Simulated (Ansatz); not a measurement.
An Ansatz (an electronic-structure program) run: SnSe2 with a change (uniaxial stress, 0.5 GPa tension along z); DFT with PBE-D3(BJ), PAW potentials and a 420 eV plane-wave cutoff in Ansatz, without spin-orbit coupling.

Input:

Ansatz 0.2 input:
```yaml
crystal:
  lattice:
    - [3.8402824002, 0, 0]
    - [-1.9201412001, 3.3257821163, 0]
    - [0, 0, 6.005691]
  atoms:
    - { symbol: Sn, position: [0, 0, 0] }
    - { symbol: Se, position: [0.3333333333, 0.6666666667, 0.2653319181] }
    - { symbol: Se, position: [0.6666666667, 0.3333333333, 0.7346680819] }
basis: { ecutwfc: 420, ecutrho_ratio: 4, xc_grid: 2, fft_grid_basis: typed }
kpoints: { mp_grid: { grid: [10, 10, 6] } }
hamiltonian:
  xc: pbe
  dispersion: d3bj
  pseudopotentials: { kind: paw }
scf: { occupations: { method: fermi_dirac, width: 0.05 } }
relax: { f_tol: 0.005, max_steps: 50, cell: { stress_tol: 0.01, sigma_target: [0, 0, -0.5, 0, 0, 0] } }
output: { forces: true, stress: true }
checkpoint: { write: state.ck, write_every: 1000 }
```

Output (explanatory and most iteration lines left out):

```
Relaxation: its limit of steps is 50 (relax.max_steps)
Pseudopotential: Sn, paw, valence charge 14
Pseudopotential: Se, paw, valence charge 16
Crystal: 3 atoms, lattice volume = 76.704 Å³
Basis set: ecut = 420 eV, 1485 PW (Γ), exchange–correlation on 54×54×90 points (8 copies of the dense FFT grid, shifted against one another)
Bands: 28, of which v1, the nominal top of the filled ones, is band 23 counted from 1 (22 counted from 0)
Symmetry: 12 space group operations
Space group: P-3m1 (ITA 164), of the structure as read, at distance tolerance 4.2e-5 Å
k-points: 72 of 600
Functional: x = pbe(κ = 0.804, μ = 0.2195149727645171), c = pbe(β = 0.06672455060314922)
SCF iter   1: F=—  HF=-16964.423521 eV  |F-HF|=—  |Δ(HF+E_count)|=         —  Δρ=1.70e-3  dr2=2.87e-3  ethr=1.77e-3  ⟨swp⟩=6.5  Hψ=8952  notcnv=0
SCF iter   2: F=—  HF=-16964.422382 eV  |F-HF|=—  |Δ(HF+E_count)|=   1.14e-3  Δρ=7.49e-4  dr2=3.19e-4  ethr=6.24e-6  ⟨swp⟩=2.1  Hψ=4103  notcnv=0  defer=2
SCF 1 converged in 6 iterations: F = -16964.422514 eV  dr2 = 4.81e-8
relax step   1: F+E_penalty+E_count = -16964.42251399 eV  Δ(F+E_penalty+E_count) = +0.000e0 eV  max|allowed force component| = 6.117e-4 eV/Å  Δτ_max = 0.0000 Å  P = -0.003 GPa  Ω = 76.704 Å³  (6 SCF iters, dr2 threshold 1.00e-7 eV, accepted)
[... steps on the carried basis left out ...]
relax step   6: F+E_penalty+E_count = -16964.41999221 eV  Δ(F+E_penalty+E_count) = -2.818e-4 eV  max|allowed force component| = 1.225e-3 eV/Å  Δτ_max = 0.0000 Å  P = -0.169 GPa  Ω = 77.921 Å³  stress off target by 2.44e-3 GPa  SCF on the basis re-selected at this cell (its energy is not comparable with the rows above)  (8 SCF iters)
SCF converged after 8 iterations
Free energy (F): -16964.419992 eV
Internal energy: -16964.419830 eV  (E = F + TS)
E sigma→0 (E₀):  -16964.419911 eV
Entropy (-TS):   -0.000162 eV (-0.054 meV/atom)
Fermi energy:    8.331994 eV
  E_disp       = -1.074038  (pairwise vdW)
--- Forces (eV/Å), atoms counted from 1 ---
  atom   1  Sn     0.00000000     0.00000000     0.00000000
  atom   2  Se     0.00000000     0.00000000    -0.00122527
  atom   3  Se     0.00000000    -0.00000000     0.00122527
--- Stress (GPa, compression-positive) ---
       -0.002444       0.000000       0.000000
        0.000000      -0.002444       0.000000
        0.000000       0.000000      -0.501704
  P = ⅓ Tr σ = -0.1689 GPa (-1.689 kbar)
--- Relaxed structure (5 steps of the walk, 4 accepted, 1 SCFs on fresh bases) ---
  cell:  # Å, volume = 77.9211 Å³
    - [3.830568456867157, 0.0, 0.0]
    - [-1.9152842284335785, 3.3173695945823134, 2.1356429264209983e-34]
    - [0.0, 3.856539921721938e-34, 6.131941824750118]
  atoms:
    - { symbol: Sn, position: [1.1360117938714416e-35, 3.21717130828999e-36, 0.0] }
    - { symbol: Se, position: [0.33333333333333337, 0.6666666666666667, 0.2608936541512672] }
    - { symbol: Se, position: [0.6666666666666667, 0.33333333333333337, 0.7391063458487329] }
```

Load acts through the strain it causes; cell and atoms are relaxed under it. sigma_target is in GPa, compression positive, in the order xx, yy, zz, yz, xz, xy. Stability under load was not tested beyond the relaxation. The cell was made from SnSe2 in the CdI2 type structure (space group P-3m1, No. 164; layered, stacked along the Cartesian z axis) by this change: uniaxial stress, 0.5 GPa tension along z.
